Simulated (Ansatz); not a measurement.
**What Zr → Tb does to ZrO2**

Take ZrO2 in the fluorite structure (space group Fm-3m, No. 225; a = 5.064 Å) as the base.

Modification: every Zr is replaced by Tb, then cell and atoms are relaxed.

Level of theory: Kohn–Sham DFT with the PBEsol functional, run in Ansatz (a program for electronic structure) with PAW and 420 eV plane waves, no spin-orbit coupling, earlier PAW set. Settings: 15×15×15 k-points, 0.05 eV Fermi–Dirac smearing, for the changed cell.

| quantity | base | changed | shift |
|---|---|---|---|
| volume per atom | 10.82 Å³ | 12.10 Å³ | +1.28 Å³ |
| density | 6.30 g/cm³ | 8.73 g/cm³ | +2.43 g/cm³ |
| lattice parameter a | 5.064 Å | 5.256 Å | +0.192 Å |
| space group | Fm-3m (No. 225) | Fm-3m (No. 225) | – |
| shortest interatomic distance | 2.193 Å | 2.276 Å | +0.083 Å |
| magnetic state | not spin-polarised | ferromagnetic | – |
| largest site moment | 0.00 μB | 6.23 μB | +6.23 μB |

Final structure:

```
TbO2
1.0
    0.00000     2.62799     2.62799
    2.62799     0.00000     2.62799
    2.62799     2.62799     0.00000
Tb O
1 2
Direct
  0.00000   0.00000   0.00000
  0.25000   0.25000   0.25000
  0.75000   0.75000   0.75000
```

Other magnetic orders, which the real material may have, were not ruled out. The 4f electrons are in the valence with no U and their state was not checked, so volumes and moments can be off. No phonon test of stability was made. No Hubbard U is applied, and correlation can decide whether such a compound is a metal. This is not the structure that ZrO2 has at room temperature and ambient pressure.
